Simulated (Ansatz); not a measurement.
The reference is Ce in the fcc (Cu type) structure (space group Fm-3m, No. 225; relaxed with 0.1 eV smearing).

```
Ce
1.0
    0.00000     2.29488     2.29488
    2.29488     0.00000     2.29488
    2.29488     2.29488     0.00000
Ce
1
Direct
  0.00000   0.00000   0.00000
```

Cartesian axes are those of the cell as printed.

The values are results of plane-wave PAW DFT at the PBEsol level (Ansatz, a first-principles code, 420 eV), spin-orbit coupling left out, earlier PAW set, not measurements.

Base values:

| Quantity | Result |
|---|---|
| Pressure | 0.0 GPa |
| Shortest interatomic distance | 3.245 Å |

Modification: compressive biaxial strain of 1.62 % in the plane normal to [111], as in epitaxy on a mismatched substrate; the out-of-plane cell vector and the atoms relax.

Question: Estimate the effect on the pressure.

Answer: The pressure (mean of the normal stresses, compression positive) goes from zero to 1.5 GPa.

Question: Estimate the effect on the out-of-plane strain.

Answer: The out-of-plane strain comes out as +0.27 %.

Question: Predict the new shortest interatomic distance.

Answer: The shortest interatomic distance decreases by 0.0526 Å (3.245 Å → 3.193 Å).

The 4f electrons are in the valence with no U and their state was not checked, so volumes and moments can be off. Whether these cells are dynamically stable was not tested. Starting moments died away, wholly or in part, for the base; another magnetic solution may exist. All final runs are without spin polarisation.
